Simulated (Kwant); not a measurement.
Device: wire with a side stub in a Si two-dimensional gas. Effective mass 0.19 mₑ, grid spacing 2.5 nm, hard walls, nominal width 60 nm (23 grid rows, so walls 60 nm apart), one parabolic valley, scattering region 180 nm long along x; energies count from the band bottom; Fermi energy swept from 0.0004398 to 0.0052226 eV. Closed stub on one side, 77 nm wide and 46 nm deep.

The device is made up for the run: typed textbook-type constants, with dimensions and the other settings drawn at random.

Computed with Kwant: effective-mass tight-binding model on a square grid, one spin, coherent transport at 0 K. Conductance is in e²/h.

Question: How many channels do the leads carry at E = 4.06, 4.34 meV?

Answer: The hard-wall thresholds are n² ħ²π²/(2mW²) = n² × 0.550 meV with W = 60 nm. √(4.06/0.550) = 2.72, so 2. √(4.34/0.550) = 2.81, so 2.
